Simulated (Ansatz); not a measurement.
Take SnTe in the rock salt structure (space group Fm-3m, No. 225; a = 6.289 Å) as the base. Axes: x, y, z lie along the cube axes.

All numbers come from PBEsol in Ansatz (plane waves to 420 eV, PAW, no spin-orbit coupling).

Before the change:

The shortest interatomic distance is 3.145 Å.

It is then changed as follows: uniaxial strain ε_zz = −3.00 %, all other strain components held at zero, atoms relaxed at fixed cell.

### Question
What happens to the shortest interatomic distance, stress and energy relative to the base?

### Answer
The shortest interatomic distance shrinks by 0.0943 Å to 3.050 Å; the stress (xx, yy, zz, yz, xz, xy; compression positive) is (0.03, 0.03, 4.92, 0.00, 0.00, 0.00) GPa; the energy rises by 13 meV/atom.

Stability against distortions was not tested.

Ansatz is a quantum-chemistry and plane-wave program.
